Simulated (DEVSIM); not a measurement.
Structure: Al0.4Ga0.6As/GaAs p-n heterojunction, at 300 K.

```
layer (left to right)      material  thickness (μm)  Nd (cm⁻³)  Na (cm⁻³)  τn (s)  τp (s)
---------------------  ------------  --------------  ---------  ---------  ------  ------
1                      Al0.4Ga0.6As          0.0960          -     1.9e18    2e-9    2e-9
2                              GaAs            2.20     1.2e17          -    2e-9    2e-9
```

Left contact: ohmic. Right contact: ohmic. Voltage is applied to the left contact. Recombination: SRH at mid-gap, radiative. Mobility is μmin + (μ − μmin)/(1 + (N/Nref)^α).

Constants are typed, rounded textbook-type inputs, not results; the design itself was drawn at random and stands for no fabricated device. Values at 300 K.

| parameter | Al0.4Ga0.6As | GaAs |
|---|---|---|
| gap (eV) | 1.9228 | 1.424 |
| affinity (eV) | 3.754 | 4.07 |
| permittivity | 11.76 | 12.9 |
| Nc (cm⁻³) | 7.93e17 | 4.7e17 |
| Nv (cm⁻³) | 9e18 | 9e18 |
| μn (cm²/Vs) | 3220 | 8500 |
| μp (cm²/Vs) | 158 | 400 |
| μn,min | 500 | 500 |
| μp,min | 20 | 20 |
| Nref,n | 6e16 | 6e16 |
| Nref,p | 1.5e17 | 1.5e17 |
| αn | 0.39 | 0.39 |
| αp | 0.38 | 0.38 |
| B (cm³/s) | 2e-10 | 2e-10 |

Simulated with DEVSIM: 1D drift-diffusion, Boltzmann statistics, complete ionisation; no tunnelling, impact ionisation, image-force lowering or self-heating. Band offsets follow the typed affinities; no thermionic-emission limit at abrupt steps, no polarisation charge.

The thickness of layer 2 was swept, all else fixed.

```tsv
thickness of layer 2 (μm)	dark forward voltage at 1 A/cm² (V)	dark forward voltage at 100 A/cm² (V)
0.44	1.067	1.191
0.77	1.079	1.204
1.3	1.086	1.213
2.2	1.089	1.218
3.7	1.090	1.219
6.6	1.090	1.220
11	1.090	1.220
```

From the first row to the last the dark forward voltage at 1 A/cm² goes from 1.067 to 1.090. From the first row to the last the dark forward voltage at 100 A/cm² goes from 1.191 to 1.220.
